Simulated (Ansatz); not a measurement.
Worked calculations on one periodic cell of amorphous Si$_{24}$O$_{51}$La$_{2}$: Si24O51La2, 77 atoms, volume 1170.0 Å³, made by a melt-quench on the CHGNet potential and relaxed with DFT. O atoms were pushed apart under 1.9 Å during the dynamics, to hinder bonds among them. It is a model cell: composition and starting density were chosen by hand, and all elements were melted together. Cycles of charging were run to anneal it. Method: PBE, scalar-relativistic without spin-orbit coupling (plane waves to 420 eV, PAW; Ansatz, a quantum-chemistry and plane-wave program). Sampling: a 2×2×2 Γ-centred mesh; Fermi-Dirac width 0.02 eV; no spin polarisation. Its volume was held where the quench left it, its shape was held as a cube, and it stands at a mean pressure of 1.0 GPa with stress components up to 2.6 GPa; the relaxation ran on the zone centre alone. Its density went from a set 2.51 to 2.51 g/cm³. The cell is small and was quenched far faster than a real film, so it is one sample of the glass.

Q: Count formal charges (Si +4, O -2, La +3). What does the count lead one to expect at the Fermi level, and what does the calculation give?

A: 24 × (+4) + 51 × (-2) + 2 × (+3) = 0. The charges balance, so the anion-derived valence states can be full and a gap can open. On this mesh the highest filled and lowest empty level lie 4.06 eV apart; localised defect or tail levels set that (at the zone centre the more localised edge state sits most on one O atom with neighbours Si 1.63 Å, La 2.22 Å), and the nearest spread-out levels lie 5.3 eV apart.

Four energies for a hole at PBE on the zone centre alone (charged cells in a uniform background, spin-polarised): neutral at the neutral geometry -56781.845 eV; charged at the neutral geometry -56784.035 eV; charged and relaxed -56784.268 eV; neutral at the charged geometry -56781.534 eV.

Q: Find the two relaxation energies and their sum, the reorganisation energy.

A: On charging: -56784.035 − (-56784.268) = 0.233 eV. On discharging: -56781.534 − (-56781.845) = 0.311 eV. The sum is 0.544 eV. The carrier's level spreads over 6 of the 77 atoms' worth, so it counts as localised, most on one O atom with neighbours Si 1.63 Å, La 2.22 Å (neutral geometry). The values are uncorrected: the image energy of a point charge in this cell, 2.84 × 14.40 / (2 × 10.5) = 1.9 eV before screening, is screened by electrons alone at the fixed geometry and by ions too after relaxing, and the carrier can be spread before it relaxes, so each term can be off by up to that value times 1/ε∞, some tenths of an eV. PBE's self-interaction favours spread-out carriers, so a hybrid can localise more.
